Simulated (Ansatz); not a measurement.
The starting structures come from a database of crystals and need not be the phases stable at ambient conditions.

Tunnelling through a barrier is set by its complex band structure: the current falls as exp(−2κd) with the smallest κ.

Data:

```
CELL_PARAMETERS angstrom
      5.27877     0.00000     0.00000
      0.00000     5.27877     0.00000
      0.00000     0.00000     5.27877
ATOMIC_POSITIONS crystal
  Sn 0.00000 0.50000 0.50000
  Sn 0.50000 0.50000 0.00000
  Sn 0.50000 0.00000 0.50000
  Sn 0.00000 0.00000 0.00000
  O  0.66110 0.83890 0.83890
  O  0.33890 0.16110 0.16110
  O  0.83890 0.16110 0.33890
  O  0.16110 0.83890 0.66110
  O  0.16110 0.66110 0.16110
  O  0.83890 0.33890 0.83890
  O  0.33890 0.33890 0.66110
  O  0.66110 0.66110 0.33890
```

Space group of this cell: Pa-3. The cell is strained (all lengths scaled by 1.02); by r2SCAN its mean pressure is -18.6 GPa.

Transport runs along the normal of the first two printed cell vectors, the (001) plane of the conventional cell.

The gap is the functional's own, uncorrected, and κ follows it; spin-orbit coupling is left out. Mid-gap values are interpolated between the computed energies.

Predict the band gap and the smallest decay constant κ at mid-gap from r2SCAN run with Ansatz (a quantum-chemistry and plane-wave program).

Gap 0.54 eV on a 6×6×6 mesh; κ = 0.068 1/Å, at the zone centre.
